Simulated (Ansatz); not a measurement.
Consider SiO2 in the rutile structure (space group P4_2/mnm, No. 136; a = 4.185 Å, c = 2.668 Å). Axes: x, y, z lie along a, b, c of the conventional cell.

All numbers come from Ansatz (a quantum-chemistry and plane-wave program) r2SCAN, no SOC, earlier PAW set.

Strains are applied to the cell and any free atomic positions relax; under biaxial strain the out-of-plane vector relaxes too.

One change was made to it. Results:

The shortest interatomic distance falls by 0.005 Å to 1.755 Å; the pressure (mean of the normal stresses, compression positive) goes from zero to 10.62 GPa; the electron mass changes from 0.38 mₑ along c, 0.48 mₑ across (at Γ) to 0.37 mₑ out of plane, 0.52 mₑ in plane (at Γ); the band gap rises by 0.456 eV to 6.98 eV.

Question: What was done to the base?
(A) isotropic strain +0.92 %
(B) isotropic strain −0.62 %
(C) biaxial strain +1.25 %, plane normal [001], relaxed out of plane
(D) biaxial strain −2.45 %, plane normal [001], relaxed out of plane

Answer: D, biaxial strain −2.45 %, plane normal [001], relaxed out of plane. For comparison, the band gap in the other runs: isotropic strain −0.62 % gives 6.85 eV; biaxial strain +1.25 %, plane normal [001], relaxed out of plane gives 6.32 eV; isotropic strain +0.92 % gives 6.06 eV.

Effective masses come from finite differences of ±0.01 Å⁻¹. Gaps are read on the SCF mesh and a high-symmetry path. Stability against distortions was not tested.
